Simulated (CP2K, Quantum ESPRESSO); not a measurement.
A CP2K input for a self-consistent single point of TaN (Fm-3m, 2 atoms in the cell) (DFT PBE, GPW, DZVP-MOLOPT-SR-GTH basis, GTH-PBE potentials (GTH_POTENTIALS)):

```
&GLOBAL
  PROJECT run
  RUN_TYPE ENERGY_FORCE
  PRINT_LEVEL MEDIUM
&END GLOBAL
&FORCE_EVAL
  METHOD Quickstep
  STRESS_TENSOR ANALYTICAL
  &DFT
    BASIS_SET_FILE_NAME BASIS_MOLOPT
    POTENTIAL_FILE_NAME GTH_POTENTIALS
    &QS
      METHOD GPW
      EPS_DEFAULT 1E-11
    &END QS
    &MGRID
      CUTOFF 500
      REL_CUTOFF 40
      NGRIDS 5
    &END MGRID
    &SCF
      SCF_GUESS ATOMIC
      EPS_SCF 1E-7
      MAX_SCF 100
      ADDED_MOS 4
      &DIAGONALIZATION
        ALGORITHM STANDARD
      &END DIAGONALIZATION
      &MIXING
        METHOD BROYDEN_MIXING
        ALPHA 0.2
        NBUFFER 10
        BETA 1
      &END MIXING
      &SMEAR ON
        METHOD GAUSSIAN
        SIGMA [eV] 0.2
      &END SMEAR
    &END SCF
    &KPOINTS
      SCHEME MONKHORST-PACK 9 9 9
    &END KPOINTS
    &XC
      &XC_FUNCTIONAL PBE
      &END XC_FUNCTIONAL
    &END XC
    &PRINT
      &MO
        EIGENVALUES T
        OCCUPATION_NUMBERS T
        NDIGITS 8
        FILENAME mo
        &EACH
          QS_SCF 0
        &END EACH
        ADD_LAST NUMERIC
      &END MO
      &MULLIKEN ON
      &END MULLIKEN
    &END PRINT
  &END DFT
  &SUBSYS
    &CELL
      A 3.06473900 0.00000000 0.00000000
      B 1.53237000 2.65414200 0.00000000
      C 1.53237000 0.88471400 2.50234900
      PERIODIC XYZ
    &END CELL
    &COORD
      SCALED
      Ta       0.50000000     0.50000000     0.50000000
      N        0.00000000     0.00000000     0.00000000
    &END COORD
    &KIND Ta
      BASIS_SET DZVP-MOLOPT-SR-GTH
      POTENTIAL GTH-PBE-q13
    &END KIND
    &KIND N
      BASIS_SET DZVP-MOLOPT-SR-GTH
      POTENTIAL GTH-PBE-q5
    &END KIND
  &END SUBSYS
  &PRINT
    &FORCES ON
    &END FORCES
    &STRESS_TENSOR ON
    &END STRESS_TENSOR
  &END PRINT
&END FORCE_EVAL
```

Give the Quantum ESPRESSO input for the same structure, mesh, smearing and functional.

This is the input that was run; spellings and numerical settings could be chosen otherwise.

```fortran
&CONTROL
  calculation = 'scf'
  prefix = 'scf'
  outdir = './tmp'
  pseudo_dir = './'
  tprnfor = .true.
  tstress = .true.
/
&SYSTEM
  ibrav = 2
  A = 4.3341960000
  nat = 2
  ntyp = 2
  ecutwfc = 85
  occupations = 'smearing'
  smearing = 'gauss'
  degauss = 0.0147
/
&ELECTRONS
  conv_thr = 1.0d-10
  mixing_beta = 0.3
/
ATOMIC_SPECIES
Ta   180.9479  Ta.upf
N     14.0070  N.upf
ATOMIC_POSITIONS {angstrom}
Ta   -2.1670980000    2.1670980000    2.1670980000
N     0.0000000000    0.0000000000    0.0000000000
K_POINTS {automatic}
9 9 9  0 0 0
```

Basis, cutoffs, solver keys and any potentials are the target program's own. This input uses DFT, PBE, plane waves, PseudoDojo standard norm-conserving (PBE) pseudopotentials. Both were run: pressure 14.68 GPa in CP2K and 20.82 in Quantum ESPRESSO.

On Quantum ESPRESSO: the starting cell comes from a database of computed structures (which also holds hypothetical and non-ambient phases and stackings), without a prior relaxation at this level. For this run, on top of that: lattice scaled by 0.98. Spin polarisation is off. With a pressure of about 21 GPa the cell is away from its equilibrium volume at this level.

On CP2K: the starting cell comes from a database of computed structures (which also holds hypothetical and non-ambient phases and stackings), without a prior relaxation at this level. For this run, on top of that: lattice scaled by 0.98. Spin polarisation is off. Values carry the incompleteness of an atom-centred basis. With a pressure of about 15 GPa the cell is away from its equilibrium volume at this level.
